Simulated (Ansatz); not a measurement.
Effect of pressure 22.5 GPa on Se

The parent structure is Se (space group P3_121, No. 152; a = 4.529 Å, c = 5.042 Å; made of chains).

One thing is altered: a hydrostatic pressure of 22.5 GPa.

Calculations: Kohn–Sham DFT with the PBE functional, run in Ansatz (a program for electronic structure) with PAW and 420 eV plane waves, spin-orbit coupling left out, earlier PAW set. k-mesh 9×9×7 (Γ-centred); smearing 0.05 eV (Fermi–Dirac).

- Volume per atom = 18.44 Å³ (base 29.86 Å³)
- Lattice parameter a = 3.525 Å (base 4.529 Å)
- c/a ratio = 1.458 (base 1.113)
- Enthalpy H = E + PV relative to the base's energy = +2.98 eV/atom
- Band gap = zero (base 1.04 eV)

Final structure:

```xyz
3
Lattice="3.5254 0.0000 0.0000 -1.7627 3.0531 0.0000 0.0000 0.0000 5.1387" Properties=species:S:1:pos:R:3 pbc="T T T"
Se     1.0314     0.0000     4.2823
Se    -0.5157     0.8932     0.8565
Se     1.2470     2.1599     2.5694
```

A case with no gap was solved on a k-mesh chosen for an insulator, which is coarse for it. From pressure 22.5 GPa on, the axis ratios lie over 15 % from the base's, so the cell there is far from its starting form. Load acts through the strain it causes; cell and atoms are relaxed under it. No phonon test of stability was made. No other phases were tried under pressure. No dispersion term is included, though the crystal is made of layers, chains or molecules, so its spacings can come out too wide. The zero or small gap of Se under pressure 22.5 GPa can change with the level of theory.
